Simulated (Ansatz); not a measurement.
Take CdS in the zinc blende structure (space group F-43m, No. 216; a = 5.8777 Å) as the base. Axes: x, y, z lie along the cube axes.

Computed with r2SCAN (Ansatz, a first-principles code; PAW; 500 eV plane waves; spin-orbit coupling left out).

Strains are applied to the cell and any free atomic positions relax.

One change was made to it. Results:

The band gap shrinks by 0.08 eV (1.54 eV → 1.46 eV); the gap character remains direct at Γ.

Problem. Name the change that was made.
(A) uniaxial strain ε_zz = +0.50 %
(B) uniaxial strain ε_zz = +1.00 %
(C) uniaxial strain ε_zz = +2.50 %

Solution. C, uniaxial strain ε_zz = +2.50 %. For comparison, the band gap in the other runs: uniaxial strain ε_zz = +1.00 % gives 1.51 eV; uniaxial strain ε_zz = +0.50 % gives 1.53 eV.

Whether these cells are dynamically stable was not tested. k-point labels follow each cell's own Brillouin zone.
